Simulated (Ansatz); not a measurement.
**Hypothetical P6_3/mmc PbI2: thickness series**

Start from PbI2 in the 2H-MoS2 type structure (space group P6_3/mmc, No. 194; a hypothetical phase, not in the database extracts checked).

PbI$_{2}$ has the hexagonal space group P6₃/mmc (No. 194), Pearson symbol hP6. Cell: a = b = 4.398 Å, c = 14.845 Å, α = β = 90.00°, γ = 120.00°. Pb on 2d is coordinated by 6 I at 3.261 Å (trigonal prismatic). I on 4f has 3 Pb at 3.261 Å (trigonal pyramidal). (Neighbours: up to the widest gap in distance over summed covalent radii, below 1.35, at either atom; cation-cation and far metal-metal contacts left out.)

Free-standing slabs (3 atom(s) a layer) normal to the stacking axis with 15 Å of vacuum; in-plane cell relaxed.

Levels (all Ansatz, a first-principles code, PAW, earlier PAW set): PBE-D3(BJ) (420 eV, without spin-orbit coupling); PBEsol-D3(BJ) (420 eV, no spin-orbit coupling).

The base cell above is that of PBE-D3(BJ); each level relaxes its own structures.

```tsv
case	thickness between the outermost nuclei, PBE-D3(BJ)	thickness between the outermost nuclei, PBEsol-D3(BJ)
1 layer	4.11 Å	4.09 Å
2 layers	11.54 Å	11.28 Å
3 layers	18.96 Å	18.47 Å
4 layers	26.38 Å	25.65 Å
```

PBE-D3(BJ) lies above PBEsol-D3(BJ) in every row, by 0.02 Å to 0.73 Å. They put the cases in the same order.

Spin-orbit coupling, missing from the scalar runs, can matter with I and Pb. Whether these cells are dynamically stable was not tested.
